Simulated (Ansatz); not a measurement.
Results of PBE0 in Ansatz (plane waves, PAW) for cubic perovskite CsPbCl3 (cubic high-temperature phase).

Numerical settings: plane-wave cutoff 460 eV, 4×4×4 k mesh, Fermi–Dirac smearing 0.01 eV, scalar-relativistic PAW data made under PBE.

Properties against volume:

| V (Å³/atom) | P (GPa) | direct gap at Γ (eV) | smallest gap on the k mesh (eV) |
|---|---|---|---|
| 35.291 | 1.35 | 7.901 | 3.258 |
| 36.219 | 0.62 | 7.833 | 3.390 |
| 37.078 | 0.04 | 7.772 | 3.502 |
| 38.077 | -0.55 | 7.704 | 3.619 |
| 39.006 | -1.02 | 7.642 | 3.717 |

The fundamental gap (3.51 eV at the equilibrium volume, on the SCF mesh) lies elsewhere than Γ–Γ.

Note: the relaxation could not lower the start's symmetry, so the cell can be a saddle point above a distorted one.

Spin–orbit coupling is not included; with these elements it can move the gap by several tenths of an eV or more.

Ansatz is a quantum-chemistry and plane-wave program.
